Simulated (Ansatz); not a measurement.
**Habitual settings against a tight run: ReRh3 (P6_3/mmc, 8 atoms in the cell)**

Self-consistent single point.

```yaml
crystal:
  lattice:
    - [5.40800, 0.00000, 0.00000]
    - [-2.70400, 4.68346, 0.00000]
    - [0.00000, 0.00000, 4.29972]
  atoms:
    - { symbol: Re, position: [0.33333, 0.66667, 0.75000] }
    - { symbol: Re, position: [0.66667, 0.33333, 0.25000] }
    - { symbol: Rh, position: [0.16859, 0.33717, 0.25000] }
    - { symbol: Rh, position: [0.83142, 0.66283, 0.75000] }
    - { symbol: Rh, position: [0.83142, 0.16859, 0.75000] }
    - { symbol: Rh, position: [0.16859, 0.83142, 0.25000] }
    - { symbol: Rh, position: [0.66283, 0.83142, 0.25000] }
    - { symbol: Rh, position: [0.33717, 0.16859, 0.75000] }
```

Method of the run: PBEsol, default PAW files made with PBE (plane waves; Ansatz, a program for electronic structure).

Base settings: basis.ecutwfc = 420 eV; kpoints.mp_grid.grid = 9 9 10; hamiltonian.xc = pbesol; hamiltonian.pseudopotentials = {kind: paw} (the program's default PAW files); scf.occupations.method = methfessel_paxton; scf.occupations.width = 0.1 eV.

Tight run (finer mesh or higher cutoff; not a proven limit): basis.ecutwfc: 420 eV → 590 eV; kpoints.mp_grid.grid: 9 9 10 → 13 13 14; scf.convergence.dr2_threshold: default (1e-07 eV) → 1e-09 eV. It gave Fermi level (on the code's own zero) 23.89 eV; pressure 1.46 GPa; largest force (vector length) 0.083 eV/Å.

Quick runs, as changes from the base:
- A: the base itself
- B: basis.ecutwfc: 420 eV → 295 eV; kpoints.mp_grid.grid: 9 9 10 → 4 4 4
- C: kpoints.mp_grid.grid: 9 9 10 → 4 4 4; scf.occupations.method: methfessel_paxton → cold; scf.occupations.width: 0.1 eV → 0.2 eV
- D: basis.ecutwfc: 420 eV → 250 eV; kpoints.mp_grid.grid: 9 9 10 → 3 3 3; hamiltonian.xc: pbesol → lda; scf.occupations.method: methfessel_paxton → gaussian; scf.occupations.width: 0.1 eV → 0.272 eV; scf.convergence.dr2_threshold: default (1e-07 eV) → 0.001 eV [LDA (PW92)]

Energies are extrapolated to zero smearing width, which holds to low order in the width alone.

Dashes: energy of D, another energy zero.

† marks runs with another functional, U, potentials or spin treatment: their distance from the tight run is not a convergence error alone.

The count of work is k-points × plane waves × bands × iterations; it is no time. 

Pressures in the table are Ansatz's without its Pulay estimate, at a fixed set of plane waves; the tight run's value above holds the estimate.

The starting cell comes from a database of computed structures (which also holds hypothetical and non-ambient phases and stackings), without a prior relaxation at this level. Its lattice was rescaled by a random factor within 2.5 % of one. Spin polarisation is off.

```
run  energy less tight (meV/atom)  pressure less tight (GPa)  largest miss in a force vector (eV/Å)  count of work / tight
---  ----------------------------  -------------------------  -------------------------------------  ---------------------
A                             3.5                      -0.03                                  0.002                   0.20
B                           180.6                     -20.60                                  0.061                  0.020
C                           -15.0                      -0.28                                  0.107                  0.028
D†                              –                    -117.54                                  0.054                 0.0063
```

Among the runs at the tight run's level, the energy misses run from 3.5 to 180.6 meV/atom.

Left out of this page: 2 runs of the series unsound by tests on forces, stress, charge or solver warnings.

Keys are those of Ansatz 0.2.
